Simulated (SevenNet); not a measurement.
**L1₂ (Cu3Au-type) Ni3Si**

All values below come from the machine-learned potential SevenNet-0 (trained on PBE and PBE+U data).

Cell: relaxed at this level.

```yaml
lattice_constant_a: 3.496 Å
volume_per_atom: 10.68 Å³/atom
```

Measured, for comparison: lattice constant a 3.510 Å, equilibrium volume per atom 10.81 Å³/atom (temperature not stated, no zero-point or thermal correction; as tabulated in Metallic Nickel Silicides: Experiments and Theory for NiSi and First Principles …). Computed (rounded) less measured: lattice constant a -0.4 %, equilibrium volume per atom -1.2 %. A static lattice is as a rule a little smaller and stiffer than an uncorrected measurement, which narrows the difference in the lattice constant a, equilibrium volume per atom and would widen misses of the other sign.

A machine-learned potential is trained on density-functional data: it inherits that level's misses and adds fitting errors of its own.

Note: the model gives imaginary modes for this phase (in the spectrum interpolated from a supercell).
